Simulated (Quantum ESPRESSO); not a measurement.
Quantum ESPRESSO is run on Mg (P6_3/mmc, 4 atoms in the cell), and the run fails. The aim is a self-consistent single point with DFT, PBE, plane waves, SSSP 1.1.2 efficiency (PBE) pseudopotentials.

Cell that was meant: a = 3.1784 Å, b = 3.1784 Å, c = 10.3240 Å, α = 90.00°, β = 90.00°, γ = 120.00°.

Part of the input:

```fortran
   ecutrho = 280
   occupations = 'smearing'
   smearing = 'fd'
/
&ELECTRONS
   conv_thr = 1e-10
   mixing_beta = 0.4
```

Log, with long lists cut:

```
 %%%%%%%%%%%%%%%%%%%%%%%%%%%%%%%%%%%%%%%%%%%%%%%%%%%%%%%%%%%%%%%%%%%%%%%%%%%%%%
     Error in routine  set_occupations (1):
      smearing requires a value for gaussian broadening (degauss)
 %%%%%%%%%%%%%%%%%%%%%%%%%%%%%%%%%%%%%%%%%%%%%%%%%%%%%%%%%%%%%%%%%%%%%%%%%%%%%%

     stopping ...
```

From the messages shown, name the fault and mend the input.

The fault is smearing without a width. A smearing function needs a non-zero width. To fix it, give the width. The program stopped before any SCF iteration.

The sound input it was made from differs as follows (other fixes are possible):
```diff
+   degauss = 0.0073499
```

With that input, the run converged in 10 iterations: free energy E − TS -1829.5375 eV; Fermi level (on the code's own zero) 3.78 eV; pressure 0.70 GPa (DFT, PBE, plane waves, SSSP 1.1.2 efficiency (PBE) pseudopotentials).

On the sound input: the starting cell comes from a database of computed structures (which also holds hypothetical and non-ambient phases and stackings), without a prior relaxation at this level. Its lattice was rescaled by a random factor within 2.5 % of one.
